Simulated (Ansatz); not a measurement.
The starting structures come from a database of crystals and need not be the phases stable at ambient conditions.

```xyz
10
Lattice="5.2694 0.0000 0.0000 -2.6347 4.5635 0.0000 2.6347 1.5212 4.6344" Properties=species:S:1:pos:R:3 pbc="T T T"
Li     2.6347     4.5635     3.4758
Li     2.6347     1.5212     1.1586
Nb     0.0000     3.0423     2.3172
Nb     0.0000     0.0000     0.0000
O      1.6345     3.2536     1.1586
O      3.6350     2.8310     3.4758
O     -1.0002     4.3522     1.1586
O      6.2697     1.7325     3.4758
O      4.6352     1.5212     1.1586
O      0.6343     4.5635     3.4758
```

Space group of this cell: R-3c. The cell is taken as given; by r2SCAN its mean pressure is -9.4 GPa.

Calculation: r2SCAN (plane waves, PAW; Ansatz, an electronic-structure program).

The current runs along the normal of the first two printed vectors; no spin-orbit coupling. Scaled by the factor s: both lengths across the current (ions clamped). Meshes 8×8×8 and 12×12 across the current in all rows.

```
s     mean pressure (GPa)  band gap (eV)
----  -------------------  -------------
0.98                 -1.1           2.94
1.00                 -9.4           2.80
1.02                -16.1              ?
```

**Question.** Take the slope of the band gap against ln s from the two given rows, extrapolate to s = 1.02, and say what the run there gives.

**Answer.** Slope = (2.94 − 2.80) / ln 0.98 = -6.93 eV. The line gives 2.80 + (-6.93) × ln 1.02 = 2.66 eV. The run gives 2.66 eV, as the line does.
